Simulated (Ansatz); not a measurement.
The parent structure is Se (space group P3_121, No. 152; made of chains).

```yaml
crystal:
  lattice:
    - [4.52940, 0.00000, 0.00000]
    - [-2.26470, 3.92257, 0.00000]
    - [0.00000, 0.00000, 5.04244]
  atoms:
    - { symbol: Se, position: [0.21841, 0.00000, 0.83333] }
    - { symbol: Se, position: [0.00000, 0.21841, 0.16667] }
    - { symbol: Se, position: [0.78159, 0.78159, 0.50000] }
```

Cartesian axes are those of the cell as printed.

All numbers come from PBE (Ansatz, an electronic-structure program), scalar-relativistic without spin-orbit coupling, earlier PAW set.

For the base:

```
Quantity                Value
-------------------  --------
Volume per atom      29.86 Å³
Smallest direct gap   1.23 eV
```

It is then changed as follows: tensile biaxial strain of 0.93 % in the plane normal to [001], as in epitaxy on a mismatched substrate; the out-of-plane cell vector and the atoms relax.

What happens to the volume per atom and smallest direct gap?

The volume per atom grows by 0.49 Å³ to 30.35 Å³; the smallest direct gap grows by 0.055 eV (1.23 eV → 1.28 eV).

Whether these cells are dynamically stable was not tested. No dispersion term is included, though the crystal is made of layers, chains or molecules, so its spacings can come out too wide.
